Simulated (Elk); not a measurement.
Input and output of a self-consistent single point for Sr (Fm-3m, 1 atom in the cell) (Elk).

Method: Elk 10.2.4 with revPBE, all-electron FP-LAPW, Elk's shipped species files, default APW+lo basis.

```yaml
crystal:
  lattice:
    - [0.00000, 3.04877, 3.04877]
    - [3.04877, 0.00000, 3.04877]
    - [3.04877, 3.04877, 0.00000]
  atoms:
    - { symbol: Sr, position: [0.00000, 0.00000, 0.00000] }
```

Reference input (self-consistent single point, DFT, PBE, all-electron FP-LAPW, Elk's shipped species files, default APW+lo basis): xctype = 20; rgkmax = 7; stype = 1; swidth = 0.00367493 Ha; ngridk = 9 9 9. This run's input differs from it in these lines:

```diff
@@ -4,3 +4,3 @@
 xctype
-  20
+  21
```

Output, abridged:

```
│ Self-consistent loop started │
│ Loop number : 1 │
 total energy                :     -3181.91438612
│ Loop number : 2 │
 total energy                :     -3181.89569766
RMS change in Kohn-Sham potential (target) :   0.2401774519     (  0.1000000000E-05)
Absolute change in total energy (target)   :   0.1868846022E-01 (  0.1000000000E-03)
│ Loop number : 3 │
 total energy                :     -3181.04439186
RMS change in Kohn-Sham potential (target) :   0.1300619467     (  0.1000000000E-05)
Absolute change in total energy (target)   :   0.8559779098     (  0.1000000000E-03)
│ Loop number : 4 │
   [... lines left out ...]
Absolute change in total energy (target)   :   0.4855704360E-03 (  0.1000000000E-03)
│ Loop number : 12 │
 total energy                :     -3180.10001814
RMS change in Kohn-Sham potential (target) :   0.2210703756E-06 (  0.1000000000E-05)
Absolute change in total energy (target)   :   0.1168772906E-03 (  0.1000000000E-03)
│ Loop number : 13 │
 total energy                :     -3180.10002179
RMS change in Kohn-Sham potential (target) :   0.9837999249E-07 (  0.1000000000E-05)
Absolute change in total energy (target)   :   0.2557577818E-04 (  0.1000000000E-03)
Convergence targets achieved

│ Loop number : 14 │

Energies :
 Fermi                       :     0.116236009873
 total energy                :     -3180.10002378

Density of states at Fermi energy :    43.85383823
 (states/Hartree/unit cell)

Estimated indirect band gap :   0.2500713330E-02
 from k-point     35 to k-point     17
Estimated direct band gap   :   0.8523421166E-02
 at k-point     31

Charges :
 core                        :    28.00000000
 valence                     :    10.00000000
 interstitial                :    2.096418423
 muffin-tins (core leakage)
  species :    1 (Sr)
   atom    1                 :    35.90358158     (  0.2888643055E-04)
 total in muffin-tins        :    35.90358158
 total calculated charge     :    38.00366472
 total charge                :    38.00000000
 error                       :   0.3664723105E-02

│ Self-consistent loop stopped │
```

The run converged in 14 iterations. The count includes the last loop, which Elk runs after its targets are met. 

The starting cell comes from a database of computed structures (which also holds hypothetical and non-ambient phases and stackings), without a prior relaxation at this level. Its lattice was rescaled by a random factor within 2.5 % of one. Values depend on the basis (sphere radii, cutoffs, local orbitals), which need not be converged. The log's line on a gap gives a spacing of levels on this mesh, which the program prints for metals too.
